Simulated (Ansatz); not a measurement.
# Hf, element substitutions

Base system: Hf in the hcp (Mg type) structure (space group P6_3/mmc, No. 194).

```
CELL_PARAMETERS angstrom
      3.20421     0.00000     0.00000
     -1.60210     2.77493     0.00000
      0.00000     0.00000     5.06906
ATOMIC_POSITIONS crystal
  Hf 0.33333 0.66667 0.75000
  Hf 0.66667 0.33333 0.25000
```

Each row replaces one element on all its sites; cell and atoms are relaxed.

Levels (all Ansatz, a first-principles code, PAW): PBE (420 eV, without spin-orbit coupling); PBEsol (420 eV, no spin-orbit coupling).

The base cell above is that of PBE; each level relaxes its own structures.

| case | lattice parameter a, PBE | lattice parameter a, PBEsol |
|---|---|---|
| Hf → Zr | 3.231 Å | 3.184 Å |
| Hf → Sc | 3.319 Å | (withheld) |
| Hf → Lu | 3.507 Å | (withheld) |

Some entries are withheld; estimate them.


- Hf → Sc, lattice parameter a, PBEsol: 3.277 Å
- Hf → Lu, lattice parameter a, PBEsol: 3.445 Å

PBE lies above PBEsol in every row, by 0.042 Å to 0.062 Å. They put the cases in the same order.

No phonon test of stability was made. All final runs are without spin polarisation.
